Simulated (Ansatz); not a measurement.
**A computed series for C: response to strain**

Consider C in the diamond structure (space group Fd-3m, No. 227; a = 3.560 Å).

Strains are applied to the cell and any free atomic positions relax.

Calculations: r2SCAN/PAW in Ansatz (an electronic-structure program), without spin-orbit coupling.

Candidates:
(a) isotropic strain +2.00 %
(b) isotropic strain +2.50 %
(c) isotropic strain +1.00 %
(d) isotropic strain +1.50 %
(e) isotropic strain +0.50 %

For the base:

| Item | Result |
|---|---|
| Smallest direct gap | 5.90 eV |

### Question
Order them by smallest direct gap, lowest first.

### Answer
(b) isotropic strain +2.50 % (5.69 eV), (a) isotropic strain +2.00 % (5.73 eV), (d) isotropic strain +1.50 % (5.77 eV), (c) isotropic strain +1.00 % (5.81 eV), (e) isotropic strain +0.50 % (5.85 eV)

No phonon test of stability was made.
